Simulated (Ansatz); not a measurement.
The parent structure is HgF2 in the fluorite structure (space group Fm-3m, No. 225; a = 5.5388 Å).

The values are results of DFT with PBEsol, PAW potentials and a 420 eV plane-wave cutoff in Ansatz (an electronic-structure program), no spin-orbit coupling, not measurements.

Before the change:

The band gap comes out as 0.80 eV and the pressure is 0.01 GPa. The electron mass comes out as 0.27 mₑ (at Γ).

It is then changed as follows: every lattice vector is shortened by 2.00 %, atoms relaxed at fixed cell.

Q: What does the calculation give for the band gap, pressure, electron mass and energy relative to the base after the change?

A: The band gap stays essentially unchanged (0.80 eV against 0.79 eV); the pressure grows by 7.16 GPa, from 0.01 GPa to 7.17 GPa; the electron mass becomes 0.28 mₑ (at Γ) (base: 0.27 mₑ (at Γ)); the energy rises by 18 meV/atom.

Spin-orbit coupling, missing from the scalar runs, can matter with Hg. The cells carry an imposed strain or load. Masses are band curvatures over ±0.01 Å⁻¹ around the edge. Whether these cells are dynamically stable was not tested.
